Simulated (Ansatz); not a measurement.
Start from SiC in the wurtzite structure (space group P6_3mc, No. 186; a = 3.076 Å, c = 5.048 Å). Axes: x lies along a and z along c of the hexagonal cell.

Now apply this change: tensile biaxial strain of 0.85 % in the plane normal to [001], as in epitaxy on a mismatched substrate; the out-of-plane cell vector and the atoms relax.

Calculations: PBEsol (Ansatz, a program for electronic structure), scalar-relativistic without spin-orbit coupling, earlier PAW set.

Base, band edges from the VBM (valence, conduction): K -3.87, 2.13; H -1.75, 4.99; M -1.20, 2.66; L -2.35, 3.18; A -0.72, 5.82; Γ 0.00, 4.73 eV.

Problem. Give the band edges at the high-symmetry points of the new zone, measured from its valence-band maximum.

Solution. 
| point | valence edge (eV) | conduction edge (eV) |
|---|---|---|
| Γ | 0.00 | 4.47 |
| M | -1.17 | 2.58 |
| K | -3.75 | 2.23 |
| A | -0.74 | 5.59 |
| L | -2.25 | 3.20 |
| H | -1.65 | 5.02 |

The gap is 2.23 eV, indirect, Γ → K.

Stability against distortions was not tested.
